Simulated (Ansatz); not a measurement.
The starting structures come from a database of crystals and need not be the phases stable at ambient conditions.

**Evanescent states of In₂HgTe₄ (I-4, not sure to be the ambient phase, 7 atoms a cell, 36.3 Å³ an atom) along the normal of (101)**

Computed with r2SCAN (plane waves, PAW; Ansatz, a program for electronic structure).

The gap is the functional's own, uncorrected, and κ follows it; spin-orbit coupling is left out. Mid-gap values are interpolated between the computed energies.

Energies count from the valence-band top; κ is the least over a 6×4 mesh across the current.

```csv
E (eV),κ (1/Å),where
0.04,0.031,Γ
0.10,0.050,Γ
0.17,0.061,Γ
0.24,0.068,Γ
0.32,0.073,Γ
0.39,0.076,Γ
0.46,0.077,Γ
0.53,0.077,Γ
0.59,0.076,Γ
0.67,0.072,Γ
0.73,0.067,Γ
0.81,0.058,Γ
0.88,0.046,Γ
0.94,0.024,Γ
```

### Question
How thick must the barrier be to attenuate the transmission by 10^4 when the electrodes' Fermi level lies at 0.24 eV, and what attenuation does that film give at 0.73 eV?

### Answer
d = 4 ln 10 / (2 × 0.068) = 67.7 Å. At 0.73 eV it gives 4 × 0.067/0.068 = 3.9 decades.
